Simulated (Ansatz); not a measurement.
MgB2 under a change: biaxial strain +4.84 %, plane normal [001], relaxed out of plane

Consider MgB₂ (space group P6/mmm, No. 191; a = 3.069 Å, c = 3.512 Å; relaxed with 0.1 eV smearing). Axes: x lies along a and z along c of the hexagonal cell.

Perturbation: tensile biaxial strain of 4.84 % in the plane normal to [001], as in epitaxy on a mismatched substrate; the out-of-plane cell vector and the atoms relax.

The values are results of r2SCAN, PAW, 500 eV (Ansatz, an electronic-structure program; spin-orbit coupling left out), not measurements. k-mesh 22×22×16 (Γ-centred); smearing 0.1 eV (Fermi–Dirac).

The volume per atom goes up by 0.81 Å³ to 10.36 Å³ and the space group remains P6/mmm (No. 191). The shortest interatomic distance grows by 0.0858 Å, from 1.772 Å to 1.857 Å and the pressure (mean of the normal stresses, compression positive) goes from zero to -13.0 GPa. The band gap stays zero and the out-of-plane strain amounts to -1.28 %. The ratio −ε⊥/ε∥ comes out as 0.26 and the mean in-plane stress (compression positive) is -19.5 GPa.

Stability against distortions was not tested. The final runs are not spin-polarised.
